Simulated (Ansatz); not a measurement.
## Ge: energy against volume

Ge (diamond, Fd-3m, 22.214 Å³/atom and stress up to 0.01 GPa in the relaxed cell, cube axes along x, y and z) under an equal strain ε along all three axes. LDA in Ansatz, a plane-wave DFT program (PAW, default set), 420 eV, 14×14×14 Γ-centred mesh, Fermi-Dirac smearing 0.05 eV; ions are relaxed, or left where forces stay under 0.02 eV/Å, within the symmetry of each cell.

Here V stands for volume and E for E less E0.

| volume (Å³/atom) | E less E0 (meV/atom) | pressure (GPa) |
|---|---|---|
| 20.9076 | 19.23 | 5.03 |
| 21.2292 | 10.56 | 3.63 |
| 21.5542 | 4.57 | 2.32 |
| 21.8824 | 1.11 | 1.11 |
| 22.2139 | 0.00 | 0.00 |
| 22.5488 | 1.12 | -1.03 |
| 22.8870 | 4.35 | -1.99 |
| 23.2286 | 9.58 | -2.87 |
| 23.5736 | 16.67 | -3.68 |
| 24.2738 | ? | ? |

The 9 complete rows are fitted with the third-order Birch-Murnaghan form, a cubic in V^(-2/3), E against V. With u = V^(-2/3) - 0.127, the rows have u = 0.004764, 0.003430, 0.002116, 0.000821, -0.000454, -0.001710, -0.002947, -0.004166, -0.005368. Least squares gives E = 0.125 + 607.9·u + 701453·u² + 2623687·u³. Residuals (row less fit): 0.005, -0.008, -0.007, 0.012, 0.007, -0.003, -0.008, 0.003, 0.001; standard error 0.009 (degrees of freedom: 5). Its minimum lies at u = -0.000434, so V0 = (0.126566)^(-3/2) = 22.21. There d²E/du² = 1396000 and d³E/du³ = 1.574e7, so B0 = (4/9) × 22.21^(-7/3) × 1396000 × 0.160218 = 71.7 GPa (the last factor turns the table's units into GPa), and B0' = 4 + (2/3) × 0.126566 × (1.574e7)/1396000 = 5.0. B0' rests on the cubic coefficient alone and has a standard error of 0.1 from these residuals.

Predict the withheld E at V = 24.2738 from the fit, and compare with the calculation.

u = -0.007718, so E = 0.125 + 607.9 × (-0.007718) + 701453 × (-0.007718)² + 2623687 × (-0.007718)³ = 36.011 meV/atom. The calculation gives 36.04 meV/atom, 0.029 meV/atom above the prediction (0.1 % of the range of E in the table). The row lies outside the fitted rows, so this is an extrapolation. From the scatter of the fitted rows alone, a prediction at this place has a standard error of 0.037 meV/atom, so the miss is 0.8 times that.

This level leaves no gap over 0.05 eV at strain 0.00, 0.50, 1.00, 1.50, 2.00, 3.00 %. Other structures, which can take over under pressure, weren't tried. The same form fitted to the pressure column gives B0' = 4.9; series where the two differ by over 0.4 aren't shown. Rows are the converged runs of the series near zero and its far end, less any whose ions stayed unrelaxed beside relaxed ones; series whose fitted rows scatter by over a few per cent of the range, as at a crossing or softening among them, aren't shown in this form.
